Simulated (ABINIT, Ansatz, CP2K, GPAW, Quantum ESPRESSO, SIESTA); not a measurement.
**One structure in several programs: Na (Im-3m, 1 atom in the cell)**

Relaxation of cell and atoms.

```
CELL_PARAMETERS angstrom
     -2.08298     2.08298     2.08298
      2.08298    -2.08298     2.08298
      2.08298     2.08298    -2.08298
ATOMIC_POSITIONS crystal
  Na 0.00000 0.00000 0.00000
```

Shared settings, as Ansatz (a first-principles code) writes them: kpoints.mp_grid.grid = 8 8 8; scf.occupations.method = fermi_dirac; scf.occupations.width = 0.1 eV. Potentials and cutoffs stand in the table.

```json
[
 {"code": "CP2K", "model": "PBE, GPW, DZVP-MOLOPT-SR-GTH basis, GTH-PBE potentials (GTH_POTENTIALS)", "final volume (Å³/atom)": "38.47", "cutoff": "grid 950 Ry"},
 {"code": "ABINIT", "model": "PBE, norm-conserving pseudopotentials (PseudoDojo nc-sr-05 PBE standard)", "final volume (Å³/atom)": "37.20", "cutoff": "1197 eV"},
 {"code": "Ansatz", "model": "PBE, default PAW files", "final volume (Å³/atom)": "37.14", "cutoff": "default"},
 {"code": "GPAW", "model": "PBE, GPAW PAW datasets PBE (gpaw-data 1.0.1)", "final volume (Å³/atom)": "37.14", "cutoff": "800 eV"},
 {"code": "SIESTA", "model": "GGA PBE, numerical atomic orbitals DZP, PseudoDojo PBE standard norm-conserving potentials (rewritten from UPF to PSML)", "final volume (Å³/atom)": "38.64", "cutoff": "grid 300 Ry"},
 {"code": "Quantum ESPRESSO", "model": "PBE, SSSP 1.1.2 efficiency (PBE) pseudopotentials", "final volume (Å³/atom)": "37.23", "cutoff": "40 Ry"}
]
```

The spread over the programs that give each value: final volume within 1.50 Å³/atom.

CP2K and SIESTA use small atom-centred bases, whose incompleteness enters pressures, forces and empty levels differently from a plane-wave cutoff. The programs treat the finite-basis stress differently while the cell relaxes: Ansatz adds an estimate of it, ABINIT smooths its cutoff (ecutsm).

The starting cell comes from a database of computed structures (which also holds hypothetical and non-ambient phases and stackings), without a prior relaxation at this level. Its lattice was rescaled by a random factor within 2.5 % of one.

Keys are those of Ansatz 0.2.
